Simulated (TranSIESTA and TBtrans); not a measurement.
## Si chain with one Pb atom in place of Si

Junction: Si chain with one Pb atom in place of Si. Leads: straight Si chain, spacing 2.137 Å. Geometry: 3 atoms about the centre moved by SIESTA (PBE, DZP) to a largest force of 0.03 eV/Å, all others as built, motion along the axis alone.

Computed with TranSIESTA and TBtrans, PBE, DZP numerical orbitals (energy shift 0.15 eV), PseudoDojo norm-conserving scalar-relativistic potentials, mesh cutoff 200 Ry, 300 K, no spin polarisation, no spin-orbit coupling; self-consistent non-equilibrium Green functions.

| Property | Result |
|---|---|
| Conductance at 300 K (G0 = 2e²/h) | 2.42 |
| Mean T from −0.5 to 0.5 eV | 2.35 |

Energies count from the leads' Fermi level. Transmissions are for one spin of a degenerate pair. The energy step is 0.01 eV; narrower resonances are cut or missed.

| E (eV) | T | lead channels |
|---|---|---|
| -1.95 | 0 | 0 |
| -1.80 | 0 | 0 |
| -1.65 | 0 | 0 |
| -1.50 | 0.066 | 2 |
| -1.35 | 0.20 | 2 |
| -1.20 | 0.45 | 2 |
| -1.05 | 0.84 | 2 |
| -0.90 | 1.24 | 2 |
| -0.75 | 1.51 | 2 |
| -0.60 | 1.67 | 2 |
| -0.45 | 1.91 | 3 |
| -0.30 | 2.15 | 3 |
| -0.15 | 2.30 | 3 |
| 0.00 | 2.42 | 3 |
| 0.15 | 2.50 | 3 |
| 0.30 | 2.56 | 3 |
| 0.45 | 2.60 | 3 |
| 0.60 | 2.64 | 3 |
| 0.75 | 2.66 | 3 |
| 0.90 | 2.68 | 3 |
| 1.05 | 2.69 | 3 |
| 1.20 | 2.69 | 3 |
| 1.35 | 2.69 | 3 |
| 1.50 | 2.68 | 3 |
| 1.65 | 2.67 | 3 |
| 1.80 | 2.65 | 3 |
| 1.95 | 2.63 | 3 |

The straight chain is held at its spacing; free chains may zigzag or dimerise. No spin-polarised start was tried, so a magnetic state, if there is one, is missed. Spin-orbit coupling, left out here, matters for the heavy atoms.
